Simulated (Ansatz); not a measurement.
Defect: Si-vacancy pair (Si on one host Hf site, one O site vacant) in monoclinic HfO2, charge state +2. Method: PBE, PAW (plane waves to 420 eV; Ansatz, a first-principles code).

Settings: 96 host sites, the relaxed PBE lattice, the Γ point alone, smearing 0.01 eV, spin-restricted, no image-charge correction. No zero-point or tunnelling terms. Spin-orbit coupling is left out. The charge state is imposed; whether it is stable for some Fermi level was not computed. Forms of the defect that were not tried may lie lower. The start lies 0.31 eV above the lowest site run (PBE).

Barriers: single points on a 2×2×2 k-point mesh shifted by half a step at the bands' geometries.

Relaxed starting cell (atoms counted from 1):

```yaml
crystal:
  lattice:
    - [10.32305, 0.00000, 0.00000]
    - [0.00000, 10.42402, 0.00000]
    - [-1.79660, 0.00000, 10.55307]
  atoms:
    - { symbol: Si, position: [0.14266, 0.27050, 0.31064] }
    - { symbol: Hf, position: [0.13703, 0.23111, 0.85503] }
    - { symbol: Hf, position: [0.13708, 0.72916, 0.35570] }
    - { symbol: Hf, position: [0.14011, 0.73048, 0.85833] }
    - { symbol: Hf, position: [0.63680, 0.22792, 0.35521] }
    - { symbol: Hf, position: [0.63548, 0.23036, 0.85363] }
    - { symbol: Hf, position: [0.63116, 0.72288, 0.35344] }
    - { symbol: Hf, position: [0.63998, 0.72915, 0.85442] }
    - { symbol: Hf, position: [0.36822, 0.27250, 0.14259] }
    - { symbol: Hf, position: [0.35573, 0.26287, 0.63779] }
    - { symbol: Hf, position: [0.36251, 0.77374, 0.15029] }
    - { symbol: Hf, position: [0.36566, 0.76571, 0.64689] }
    - { symbol: Hf, position: [0.86377, 0.27232, 0.14562] }
    - { symbol: Hf, position: [0.86309, 0.26906, 0.64476] }
    - { symbol: Hf, position: [0.86212, 0.77360, 0.14529] }
    - { symbol: Hf, position: [0.86197, 0.77191, 0.64523] }
    - { symbol: Hf, position: [0.36168, 0.47593, 0.39459] }
    - { symbol: Hf, position: [0.36546, 0.47761, 0.89122] }
    - { symbol: Hf, position: [0.35574, 0.98470, 0.40276] }
    - { symbol: Hf, position: [0.36637, 0.97654, 0.90279] }
    - { symbol: Hf, position: [0.86550, 0.47726, 0.39554] }
    - { symbol: Hf, position: [0.86029, 0.47808, 0.89323] }
    - { symbol: Hf, position: [0.84226, 0.96852, 0.39292] }
    - { symbol: Hf, position: [0.86425, 0.98174, 0.89614] }
    - { symbol: Hf, position: [0.13776, 0.02536, 0.11096] }
    - { symbol: Hf, position: [0.14503, 0.00959, 0.62450] }
    - { symbol: Hf, position: [0.13444, 0.52896, 0.09791] }
    - { symbol: Hf, position: [0.13248, 0.52517, 0.60654] }
    - { symbol: Hf, position: [0.64008, 0.02182, 0.10385] }
    - { symbol: Hf, position: [0.63449, 0.02112, 0.60676] }
    - { symbol: Hf, position: [0.63981, 0.52252, 0.10307] }
    - { symbol: Hf, position: [0.63695, 0.51783, 0.60347] }
    - { symbol: O, position: [0.03184, 0.09661, 0.93384] }
    - { symbol: O, position: [0.03095, 0.59077, 0.42597] }
    - { symbol: O, position: [0.02925, 0.59110, 0.92376] }
    - { symbol: O, position: [0.52977, 0.08909, 0.42739] }
    - { symbol: O, position: [0.53482, 0.08727, 0.92817] }
    - { symbol: O, position: [0.53137, 0.58248, 0.42645] }
    - { symbol: O, position: [0.53537, 0.58679, 0.92494] }
    - { symbol: O, position: [0.47048, 0.41224, 0.07092] }
    - { symbol: O, position: [0.45947, 0.40916, 0.57154] }
    - { symbol: O, position: [0.47058, 0.91212, 0.07789] }
    - { symbol: O, position: [0.46657, 0.91046, 0.57571] }
    - { symbol: O, position: [0.96849, 0.41086, 0.07079] }
    - { symbol: O, position: [0.96682, 0.41188, 0.57180] }
    - { symbol: O, position: [0.96791, 0.91756, 0.07551] }
    - { symbol: O, position: [0.96648, 0.92005, 0.56211] }
    - { symbol: O, position: [0.46954, 0.34170, 0.31831] }
    - { symbol: O, position: [0.46378, 0.33455, 0.81997] }
    - { symbol: O, position: [0.46388, 0.83581, 0.32888] }
    - { symbol: O, position: [0.46931, 0.83598, 0.82544] }
    - { symbol: O, position: [0.98907, 0.33758, 0.32459] }
    - { symbol: O, position: [0.96769, 0.33999, 0.81947] }
    - { symbol: O, position: [0.96920, 0.84870, 0.32244] }
    - { symbol: O, position: [0.97194, 0.84600, 0.81937] }
    - { symbol: O, position: [0.04183, 0.16939, 0.19829] }
    - { symbol: O, position: [0.03273, 0.15905, 0.67200] }
    - { symbol: O, position: [0.03190, 0.66698, 0.17487] }
    - { symbol: O, position: [0.03349, 0.66629, 0.67613] }
    - { symbol: O, position: [0.53538, 0.16256, 0.17664] }
    - { symbol: O, position: [0.52947, 0.16029, 0.67617] }
    - { symbol: O, position: [0.53042, 0.66095, 0.17549] }
    - { symbol: O, position: [0.53395, 0.65949, 0.67570] }
    - { symbol: O, position: [0.22513, 0.33729, 0.45487] }
    - { symbol: O, position: [0.22771, 0.37307, 0.98145] }
    - { symbol: O, position: [0.22185, 0.86253, 0.49454] }
    - { symbol: O, position: [0.22446, 0.87358, 0.99417] }
    - { symbol: O, position: [0.72523, 0.36871, 0.48725] }
    - { symbol: O, position: [0.72435, 0.37291, 0.98732] }
    - { symbol: O, position: [0.72031, 0.86680, 0.48766] }
    - { symbol: O, position: [0.72751, 0.87348, 0.98846] }
    - { symbol: O, position: [0.27734, 0.12657, 0.02340] }
    - { symbol: O, position: [0.26719, 0.10411, 0.52942] }
    - { symbol: O, position: [0.27468, 0.63102, 0.01186] }
    - { symbol: O, position: [0.27411, 0.61755, 0.51284] }
    - { symbol: O, position: [0.77814, 0.13072, 0.01453] }
    - { symbol: O, position: [0.77592, 0.12377, 0.51041] }
    - { symbol: O, position: [0.77647, 0.63009, 0.01125] }
    - { symbol: O, position: [0.77525, 0.62539, 0.51139] }
    - { symbol: O, position: [0.26583, 0.14724, 0.28244] }
    - { symbol: O, position: [0.27385, 0.11933, 0.77392] }
    - { symbol: O, position: [0.27228, 0.62267, 0.26199] }
    - { symbol: O, position: [0.27342, 0.62119, 0.76313] }
    - { symbol: O, position: [0.77933, 0.11937, 0.26503] }
    - { symbol: O, position: [0.77367, 0.12271, 0.76217] }
    - { symbol: O, position: [0.77527, 0.62132, 0.26136] }
    - { symbol: O, position: [0.77731, 0.62284, 0.75966] }
    - { symbol: O, position: [0.21605, 0.38016, 0.22573] }
    - { symbol: O, position: [0.22324, 0.37608, 0.72488] }
    - { symbol: O, position: [0.22679, 0.88942, 0.24403] }
    - { symbol: O, position: [0.23033, 0.87410, 0.74704] }
    - { symbol: O, position: [0.73583, 0.37635, 0.23988] }
    - { symbol: O, position: [0.72340, 0.37765, 0.73701] }
    - { symbol: O, position: [0.72031, 0.87547, 0.23905] }
    - { symbol: O, position: [0.72641, 0.87831, 0.73747] }
```
Cell charge +2.

End state 1 differs by these moves (Å; atoms that move under 0.08 Å are left out):

| atom | element | Δx | Δy | Δz |
|---|---|---|---|---|
| 1 | Si | -0.03 | -0.80 | 0.53 |
| 13 | Hf | 0.00 | -0.05 | -0.10 |
| 17 | Hf | -0.03 | -0.05 | -0.10 |
| 19 | Hf | 0.07 | -0.13 | 0.02 |
| 21 | Hf | -0.20 | 0.17 | 0.11 |
| 23 | Hf | 0.23 | 0.10 | 0.03 |
| 26 | Hf | -0.03 | 0.10 | -0.11 |
| 32 | Hf | -0.12 | -0.03 | 0.00 |
| 33 | O | -0.06 | 0.09 | 0.12 |
| 34 | O | -0.01 | -0.16 | -0.10 |
| 41 | O | -0.07 | -0.03 | -0.06 |
| 43 | O | 0.07 | -0.09 | 0.00 |
| 45 | O | 0.02 | -0.14 | -0.16 |
| 46 | O | -0.03 | 0.08 | 0.08 |
| 47 | O | 0.01 | -0.07 | 0.11 |
| 52 | O | 0.44 | -2.53 | 1.10 |
| 54 | O | -0.01 | -0.12 | 0.05 |
| 56 | O | -0.03 | 0.32 | 0.21 |
| 57 | O | -0.06 | -0.03 | 0.12 |
| 59 | O | -0.04 | -0.07 | -0.03 |
| 63 | O | -0.07 | -0.04 | 0.03 |
| 64 | O | -0.16 | -0.15 | -0.10 |
| 66 | O | 0.06 | -0.05 | -0.02 |
| 68 | O | -0.08 | 0.01 | 0.03 |
| 70 | O | 0.09 | 0.03 | 0.00 |
| 73 | O | 0.22 | -0.01 | 0.03 |
| 75 | O | -0.06 | -0.08 | -0.03 |
| 80 | O | -0.03 | -0.25 | 0.02 |
| 88 | O | 0.29 | 0.13 | -0.07 |
| 90 | O | -0.01 | -0.08 | -0.02 |
| 92 | O | 0.26 | 0.02 | 0.09 |
| 94 | O | 0.05 | 0.06 | 0.02 |

### Question
What is the computed forward and backward barriers to end state 1 (PBE, PAW)?

### Answer
forward 1.20 eV, backward 1.32 eV; at the saddle point atom 52 has neighbours Si at 1.62 Å. The saddle point's order was not checked.

End state 2 differs by these moves (Å; atoms that move under 0.08 Å are left out):

| atom | element | Δx | Δy | Δz |
|---|---|---|---|---|
| 1 | Si | -0.50 | -0.40 | 0.62 |
| 7 | Hf | 0.08 | 0.04 | 0.03 |
| 9 | Hf | -0.03 | 0.12 | -0.02 |
| 13 | Hf | -0.15 | 0.09 | -0.08 |
| 19 | Hf | 0.10 | -0.18 | 0.12 |
| 23 | Hf | 0.22 | 0.12 | 0.05 |
| 25 | Hf | 0.05 | -0.06 | -0.06 |
| 26 | Hf | -0.02 | 0.11 | -0.13 |
| 33 | O | -0.07 | 0.10 | 0.12 |
| 34 | O | -0.01 | -0.08 | -0.03 |
| 43 | O | 0.09 | -0.13 | 0.01 |
| 45 | O | 0.01 | -0.08 | -0.06 |
| 46 | O | -0.03 | 0.08 | 0.07 |
| 47 | O | 0.03 | -0.08 | 0.10 |
| 48 | O | -0.04 | -0.11 | 0.05 |
| 50 | O | 0.09 | -0.02 | 0.00 |
| 52 | O | -0.13 | -0.14 | -0.12 |
| 56 | O | -0.49 | -0.63 | 2.51 |
| 57 | O | -0.05 | -0.04 | 0.14 |
| 64 | O | -0.18 | -0.05 | 0.08 |
| 70 | O | 0.10 | 0.02 | 0.01 |
| 73 | O | 0.23 | -0.01 | -0.02 |
| 80 | O | -1.04 | 0.13 | -0.37 |
| 82 | O | 0.02 | 0.14 | 0.05 |
| 88 | O | 0.28 | 0.22 | -0.02 |
| 90 | O | 0.11 | 0.09 | 0.03 |
| 92 | O | -0.08 | 0.06 | -0.05 |
| 94 | O | 0.06 | 0.06 | 0.02 |

### Question
Predict the forward and backward barriers to end state 2 from PBE, PAW.

### Answer
forward 0.81 eV, backward 1.12 eV; at the saddle point atom 56 has neighbours Si at 1.73 Å. The saddle point's order was not checked.
